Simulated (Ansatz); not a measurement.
For BeS (model structure, started from the BN type, Pm-3n, No. 223, 12 atoms in the cell), PBEsol (Ansatz, a first-principles code, plane waves, PAW) gives:

| Property | Value |
|---|---|
| equilibrium lattice constant a | 5.965 Å |
| cohesive energy | 4.59 eV/atom |
| band gap | 3.13 eV |

### Question
What does r²SCAN+rVV10 in Ansatz (PAW) give for the same quantities?

### Answer

- lattice constant a: 5.984 Å (increases by 0.3 %)
- cohesive energy: 4.50 eV/atom (shrinks by 0.09 eV/atom)
- band gap: 3.47 eV (goes up by 0.34 eV)

Changes are worked out from the printed values.

Unless a cell is named, each level is at its own relaxed cell (PBEsol 17.68, r²SCAN+rVV10 17.86 Å³/atom).

Density-functional gaps are differences of (generalised) Kohn–Sham levels.

Ansatz's density-functional and Hartree–Fock values are scalar-relativistic unless marked +SOC, with PAW data made under PBE.

A model structure was made by putting elements into a prototype or built by hand; it is no filed structure, need not be a known phase, and can be a saddle point held by its symmetry.
